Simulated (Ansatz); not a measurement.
Band structure of KCl (Fm-3m, 2 atoms in the cell).

```
KCl
1.0
    0.00000     3.14500     3.14500
    3.14500     0.00000     3.14500
    3.14500     3.14500     0.00000
K Cl
1 1
Direct
  0.00000   0.00000   0.00000
  0.50000   0.50000   0.50000
```

Method: PBE (plane waves, PAW; Ansatz, an electronic-structure program).

Settings: basis.ecutwfc = 420 eV; kpoints.mp_grid.grid = 6 6 6; hamiltonian.xc = pbe; hamiltonian.pseudopotentials = {kind: paw} (the program's default PAW files); scf.occupations.method = fermi_dirac; scf.occupations.width = 0.05 eV; kpoints.band_path.npoints = 8.

The starting cell has typed, rounded lattice constants, without a prior relaxation at this level.

Q: Predict the gap along the standard path and the places of the band edges.

A: The gap along the path is 5.19 eV, direct at Γ to within 0.01 eV.

Levels in eV from the top of the valence band on the path, bands 5 to 11:
| point | 5 | 6 | 7 | 8 | 9 | 10 | 11 |
|---|---|---|---|---|---|---|---|
| Γ | -10.65 | 0.00 | 0.00 | 0.00 | 5.19 | 8.36 | 8.36 |
| X | -10.71 | -0.66 | -0.22 | -0.22 | 6.53 | 8.34 | 10.08 |
| W | -10.56 | -0.49 | -0.47 | -0.47 | 8.03 | 8.03 | 9.44 |
| K | -10.59 | -0.56 | -0.55 | -0.29 | 7.27 | 9.07 | 9.31 |
| L | -10.41 | -1.05 | -0.33 | -0.33 | 7.59 | 8.61 | 10.50 |
| U | -10.59 | -0.56 | -0.55 | -0.29 | 7.27 | 9.07 | 9.31 |

Keys are those of Ansatz 0.2.
